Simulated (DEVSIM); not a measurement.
Device: Pd/Si3N4/SiO2/n-Si capacitor, at 300 K.

| layer (left to right) | material | thickness (nm) | Nd (cm⁻³) |
|---|---|---|---|
| 1 | Si3N4 | 7.50 | - |
| 2 | SiO2 | 1.40 | - |
| 3 | Si | 11000 | 5.6e15 |

Metal gate on the left, work function 5.2 eV. Fixed charge at the semiconductor interface 0 cm⁻² (in units of +e); no interface traps.

The device is made up for the run: typed textbook-type constants, with dimensions and the other settings drawn at random. Values at 300 K.

```
parameter      Si3N4  SiO2       Si
-------------  -----  ----  -------
gap (eV)         5.1     9    1.124
affinity (eV)    2.1   0.9     4.05
permittivity     7.5   3.9     11.7
Nc (cm⁻³)          -     -  2.86e19
Nv (cm⁻³)          -     -   3.1e19
```

DEVSIM, 1D Poisson equation in equilibrium, Boltzmann statistics, complete ionisation; no quantum confinement or tunnelling. Metal contacts follow the ideal Schottky-Mott rule: no Fermi-level pinning, no interface dipoles.

Tabulate band edges, carrier densities and field at 0.5 V on the gate.

Energies count from the Fermi level of the right contact; mesh points crowd at the junctions.

```csv
x (μm),Ec (eV),Ev (eV),n (cm⁻³),p (cm⁻³),field (V/cm)
0.000,2.600,-2.500,< 1e2,< 1e2,-39000
0.001558,2.594,-2.506,< 1e2,< 1e2,-39000
0.004347,2.583,-2.517,< 1e2,< 1e2,-39000
0.006725,2.574,-2.526,< 1e2,< 1e2,-39000
0.008138,3.766,-5.234,< 1e2,< 1e2,-75000
0.008981,0.610,-0.514,1.6e9,7.2e10,-25000
0.01095,0.605,-0.519,2.0e9,5.9e10,-25000
0.01937,0.584,-0.540,4.4e9,2.7e10,-24000
0.03778,0.541,-0.583,2.3e10,5.0e9,-23000
0.08534,0.444,-0.680,1.0e12,1.2e8,-18000
0.2151,0.276,-0.848,6.6e14,180000,-7500
0.7345,0.221,-0.903,5.6e15,21000,≈ 0
1.885,0.221,-0.903,5.6e15,21000,≈ 0
4.857,0.221,-0.903,5.6e15,21000,≈ 0
9.272,0.221,-0.903,5.6e15,21000,≈ 0
10.34,0.221,-0.903,5.6e15,21000,≈ 0
10.75,0.221,-0.903,5.6e15,21000,≈ 0
10.91,0.221,-0.903,5.6e15,21000,≈ 0
10.98,0.221,-0.903,5.6e15,21000,≈ 0
11.00,0.221,-0.903,5.6e15,21000,≈ 0
11.01,0.221,-0.903,5.6e15,21000,≈ 0
11.01,0.221,-0.903,5.6e15,21000,≈ 0
```
